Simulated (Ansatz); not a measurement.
The starting structures come from a database of crystals and need not be the phases stable at ambient conditions.

 Where the default PAW files enter, the runs use the earlier of Ansatz's two default sets.

Tunnelling through a barrier is set by its complex band structure: the current falls as exp(−2κd) with the smallest κ.

Input:

```xyz
18
Lattice="5.8491 0.0000 0.0000 0.0000 5.8491 0.0000 0.0000 0.0000 8.3603" Properties=species:S:1:pos:R:3 pbc="T T T"
K      2.9246     2.9246     0.0000
K      0.0000     0.0000     0.0000
Na     2.9246     0.0000     2.0154
Na     0.0000     2.9246     6.3448
La     2.9246     2.9246     4.1801
La     0.0000     0.0000     4.1801
Ta     0.0000     2.9246     2.1235
Ta     2.9246     0.0000     6.2367
O      0.0000     2.9246     0.2669
O      2.9246     0.0000     8.0933
O      1.3361     4.2607     2.7145
O      4.5130     4.2607     2.7145
O      4.5130     1.5885     2.7145
O      1.3361     1.5885     2.7145
O      4.2607     4.5130     5.6458
O      1.5885     4.5130     5.6458
O      1.5885     1.3361     5.6458
O      4.2607     1.3361     5.6458
```

Space group of this cell: P4/nmm. The cell is taken as given; by r2SCAN its mean pressure is -3.5 GPa.

Transport runs along the normal of the first two printed cell vectors, the (001) plane of the conventional cell.

No gap correction and no spin-orbit coupling; mid-gap values are interpolated between computed energies.

State the band gap and the smallest decay constant κ at mid-gap according to Ansatz (an electronic-structure program) with r2SCAN.

Gap 4.11 eV on a 6×6×4 mesh; κ = 0.618 1/Å, at the zone centre.
